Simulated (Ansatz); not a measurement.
An Ansatz (a quantum-chemistry and plane-wave program) input (DFT with PBE, PAW potentials and a 420 eV plane-wave cutoff in Ansatz, without spin-orbit coupling):

Ansatz 0.2 input:
```yaml
crystal:
  lattice:
    - [0, 2.106853392, 2.106853392]
    - [2.106853392, 0, 2.106853392]
    - [2.106853392, 2.106853392, 0]
  atoms:
    - { symbol: Ca, position: [0, 0, 0] }
basis: { ecutwfc: 420, ecutrho_ratio: 4, xc_grid: 2, fft_grid_basis: typed }
kpoints: { mp_grid: { grid: [15, 15, 15] } }
hamiltonian:
  xc: pbe
  dispersion: none
  pseudopotentials: { kind: paw }
scf: { occupations: { method: fermi_dirac, width: 0.05 } }
relax: { f_tol: 0.01, max_steps: 60, cell: { stress_tol: 0.02, p_target: 60 } }
output: { forces: true, stress: true }
checkpoint: { write: state.ck, write_every: 1000 }
```

**Question.** Which symmetry and how many k-points will the program report, and about how many plane waves at Γ?

**Answer.** Space group Fm-3m (ITA 225) with 48 operations, k-points 120 of 3375, and 339 plane waves at Γ.

**Question.** And the final pressure?

**Answer.** 59.99 GPa (compression positive).

Load acts through the strain it causes; cell and atoms are relaxed under it. Whether these cells are dynamically stable was not tested. Measured, Ca leaves this structure (for bcc) near 20 GPa (temperature not stated; as listed in Olga Degtyareva, NATO science for peace and security series. B, Physics and biophysics (2010)). The cell was made from Ca in the fcc (Cu type) structure (space group Fm-3m, No. 225) by this change: pressure 60 GPa.
